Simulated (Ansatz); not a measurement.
Formation energies of neutral defects against the elements (graphite for carbon, diatomic gases, S8), in rock-salt LiF (eV), each at one geometry relaxed with PBE and evaluated in Ansatz (a quantum-chemistry and plane-wave program) with PBE, r2SCAN. Details: 64-site cell; 2×2×2 shifted k-points; charged states image-corrected; no spin–orbit coupling; no Hubbard U; corrections pass 1 eV, so highly charged states may be off by several tenths; flagged in the runs: for some of the defects a doubtful potential alignment, a strain field that reaches the edge of the cell.

```
defect             x: PBE (eV)  y: r2SCAN (eV)
-----------------  -----------  --------------
Na on the Li site         0.97            0.73
K on the Li site          2.91            2.55
H on the F site           5.17            5.51
Eu on the Li site         5.26            4.67
Ag on the Li site         5.65            5.36
Mn on the Li site         6.20            5.54
I on the F site           8.21            8.03
Se on the F site          8.40            8.32
Cu on the Li site         4.98               ?
```

Task: Fit a straight line to the 8 complete rows and predict the last.

Result: Means: x = 5.346, y = 5.089; Sxx = 43.473, Sxy = 43.980. Slope 43.980 / 43.473 = 1.01, intercept 5.089 − 1.01 × 5.346 = -0.31 eV; the rows scatter by 0.33 eV about the line, and R² = 0.99. Prediction: -0.31 + 1.01 × 4.98 = 4.72 eV. The calculation gave 4.84 eV, 0.12 eV above the line, within its scatter.
